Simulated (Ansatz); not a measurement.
Functionals compared on SiH3 on the 1x1 (101) surface of anatase TiO2 (cut with top plane O), one in a 2x1 cell, started at the site 'bridge O-O-O (span 3.8 Å)', in Ansatz (plane waves, PAW). The structure was relaxed with PBE; the other rows are single points on it, each with its references at the same level. Cutoff 420 eV (500 eV for r2SCAN). The points keep PBE's geometry, so the relaxation of a polaron and the settling of charge on one site are left out.

Host crystal: anatase TiO2, with a band gap (PBE, scalar-relativistic without spin-orbit coupling).

Model: 40-atom slab, 9.4 Å thick at the start under the adsorbate (thin: gaps and levels are the slab's own), 3x4x1 mesh, Fermi-Dirac 0.01 eV, dipole correction, 14 atoms held, the rest relaxed; no symmetry held; spin-polarised, ending with about 0.4 μB a cell, a value that depends on the mesh; orders that need a larger cell were not tried, no spin-orbit, no U, no dispersion correction. The slab shows no gap over 0.04 eV on its mesh. At the end it is bonded to O. In PBE it is, or lies within 0.03 eV of, the lowest of the starts that converged. These notes are the PBE run's. r2SCAN: The program's check for a lower electronic state was not made. Adsorption energies are against SiH4(g) − ½ H2(g). A negative adsorption energy means that the adsorbate is more stable on the surface than in its reference.

```json
[
 {"functional": "PBE", "adsorption energy (eV)": "-0.39", "work function of the top face (eV)": "3.62", "rough cost of the single point": "–"},
 {"functional": "RPBE", "adsorption energy (eV)": "[?]", "work function of the top face (eV)": "[?]", "rough cost of the single point": "around 23 core-minutes (rough)"},
 {"functional": "r2SCAN", "adsorption energy (eV)": "-0.56", "work function of the top face (eV)": "3.66", "rough cost of the single point": "around 23 core-minutes (rough)"}
]
```

**Question.** Complete the blanks.

**Answer.** 
- RPBE, adsorption energy (eV): -0.17
- RPBE, work function of the top face (eV): 3.51

Ansatz is a quantum-chemistry and plane-wave program.
